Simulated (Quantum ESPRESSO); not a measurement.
A self-consistent single point of CoSi2 (Fm-3m, 3 atoms in the cell) with Quantum ESPRESSO.

Level of theory: PBE, PSlibrary ultrasoft (PBE) pseudopotentials (plane waves; Quantum ESPRESSO).

The change in words: lattice scaled by 0.98. Reference geometry:
```
CELL_PARAMETERS angstrom
      0.00000     2.68000     2.68000
      2.68000     0.00000     2.68000
      2.68000     2.68000     0.00000
ATOMIC_POSITIONS crystal
  Co 0.00000 0.00000 0.00000
  Si 0.25000 0.25000 0.25000
  Si 0.75000 0.75000 0.75000
```

Reference input (self-consistent single point, DFT, PBE, plane waves, PSlibrary ultrasoft (PBE) pseudopotentials): ecutwfc = 50 Ry; ecutrho = 300 Ry; occupations = smearing; smearing = gauss; degauss = 0.019992 Ry; potentials = {Co: Co.pbe-n-rrkjus_psl.1.0.0.UPF, Si: Si.pbe-n-rrkjus_psl.1.0.0.UPF}; K_POINTS = automatic 14 14 14 0 0 0; conv_thr = 1e-11 Ry; mixing_beta = 0.5. This run's input differs from it in these lines:

```diff
@@ -9,3 +9,3 @@
  ibrav = 0,
- celldm(1) = 7.1622365232,
+ celldm(1) = 7.0189917927,
  nat = 3,
```

Output (repeated stretches shortened):

```
     Self-consistent Calculation

     iteration #  1     ecut=    50.00 Ry     beta= 0.50

     total energy              =     -98.75597033 Ry
     estimated scf accuracy    <       0.59865459 Ry

     iteration #  2     ecut=    50.00 Ry     beta= 0.50

     total energy              =     -98.52452079 Ry
     estimated scf accuracy    <       5.66235524 Ry

     iteration #  3     ecut=    50.00 Ry     beta= 0.50

     total energy              =     -99.06839185 Ry
     estimated scf accuracy    <       0.01580195 Ry

   [... 11 blocks of this kind left out ...]

     iteration # 15     ecut=    50.00 Ry     beta= 0.50

     total energy              =     -99.07778742 Ry
     estimated scf accuracy    <          2.7E-10 Ry

     iteration # 16     ecut=    50.00 Ry     beta= 0.50
     End of self-consistent calculation

     Number of k-points >= 100: set verbosity='high' to print the bands.

     the Fermi energy is    12.4199 ev

!    total energy              =     -99.07778742 Ry
     estimated scf accuracy    <          6.0E-13 Ry
     smearing contrib. (-TS)   =      -0.00266711 Ry
     internal energy E=F+TS    =     -99.07512030 Ry

     convergence has been achieved in  16 iterations

     Forces acting on atoms (cartesian axes, Ry/au):

     atom    1 type  1   force =     0.00000000    0.00000000    0.00000000
   [... zero for the other atoms too ...]

     Total force =     0.000000     Total SCF correction =     0.000000

          total   stress  (Ry/bohr**3)                   (kbar)     P=      125.06
   0.00085011   0.00000000   0.00000000          125.06        0.00        0.00
   0.00000000   0.00085011   0.00000000            0.00      125.06        0.00
   0.00000000   0.00000000   0.00085011            0.00        0.00      125.06

   JOB DONE.
```

The run converged in 16 iterations. Against the reference run the free energy rises by 30.0 meV/atom and the pressure goes from -0.06 to 12.51 GPa.

The starting cell has typed, rounded lattice constants, without a prior relaxation at this level. For this run, on top of that: lattice scaled by 0.98. Spin polarisation is off. With a pressure of about 13 GPa the cell is away from its equilibrium volume at this level.

Cost on one core of a shared machine: roughly 80 s.
